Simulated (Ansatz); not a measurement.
A computed series for P: thickness series

The parent structure is P in the black-P type structure (space group Cmce, No. 64; a = 3.302 Å, b = 10.691 Å, c = 4.467 Å; layered, stacked along the Cartesian y axis).

Free-standing slabs (4 atom(s) a layer) normal to the stacking axis with 15 Å of vacuum; in-plane cell relaxed.

Calculations: Kohn–Sham DFT with the r2SCAN+rVV10 functional, run in Ansatz (a quantum-chemistry and plane-wave program) with PAW and 500 eV plane waves, no spin-orbit coupling.

Candidates:
(a) 4 layers
(b) 1 layer
(c) 2 layers

Before the change:

| Item | Value |
|---|---|
| Band gap | zero |

### Question
Order them by band gap, lowest first.

### Answer
(a) 4 layers (0.27 eV), (c) 2 layers (0.59 eV), (b) 1 layer (1.02 eV)

Whether these cells are dynamically stable was not tested. Gaps under 0.05 eV, about the width of the smearing, are given as zero. The zero or small gap of P can change with the level of theory.
